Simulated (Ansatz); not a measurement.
## Effective masses and thermopower of GaS (R-3m)

Input:

```xyz
4
Lattice="1.7720 1.0231 7.4867 -1.7720 1.0231 7.4867 0.0000 -2.0462 7.4867" Properties=species:S:1:pos:R:3 pbc="T T T"
Ga     0.0000     0.0000    21.2522
Ga     0.0000     0.0000     1.2078
S      0.0000     0.0000     5.1911
S      0.0000     0.0000    17.2689
```

All values below come from PBEsol+D3BJ with spin-orbit coupling, rigid bands (plane waves, PAW; Ansatz, an electronic-structure program). How the cell was made: cell and atoms relaxed with PBEsol+d3bj.

```
Quantity                                                                                                                                                           Result
---------------------------------------------------------------------------------------------------------------------------------------  --------------------------------
band gap                                                                                                                                                          1.31 eV
electron conductivity mass (300 K, dilute)                                                                                                0.54 (x), 0.54 (y), 0.35 (z) mₑ
hole conductivity mass (300 K, dilute)                                                                                                   1.87 (x), 1.87 (y), 0.159 (z) mₑ
effective density of states N_c (300 K)                                                                                                                       4.1e19 cm⁻³
effective density of states N_v (300 K)                                                                                                                       1.9e19 cm⁻³
density-of-states mass, electrons                                                                                                                                 1.38 mₑ
density-of-states mass, holes                                                                                                                                     0.82 mₑ
Seebeck coefficient, n-type 1e19 cm⁻³, 300 K                                                                                                                    -334 μV/K
best n-type power factor at 300 K for τ = 10 fs (best axis; densities from 1e16 to 1e21 cm⁻³ tried, whether or not they can be reached)      17.4 μW/(cm·K²) at 1e20 cm⁻³
Seebeck coefficient, p-type 1e19 cm⁻³, 300 K                                                                                                                     274 μV/K
best p-type power factor at 300 K for τ = 10 fs (best axis; densities from 1e16 to 1e21 cm⁻³ tried, whether or not they can be reached)      15.6 μW/(cm·K²) at 3e19 cm⁻³
```

Rigid bands; masses and Seebeck coefficients take one relaxation time τ for all states and one kind of carrier; polarons and phonon drag are left out. Geometry: cell and atoms relaxed with PBEsol+D3(BJ).

Computed structure with no diffraction record at hand here (it may be known, metastable or hypothetical): GaS (R-3m). PBEsol with a dispersion correction tends to overbind, so the cell can be several per cent short, in bad cases over ten, which usually narrows a gap: GaS (R-3m).
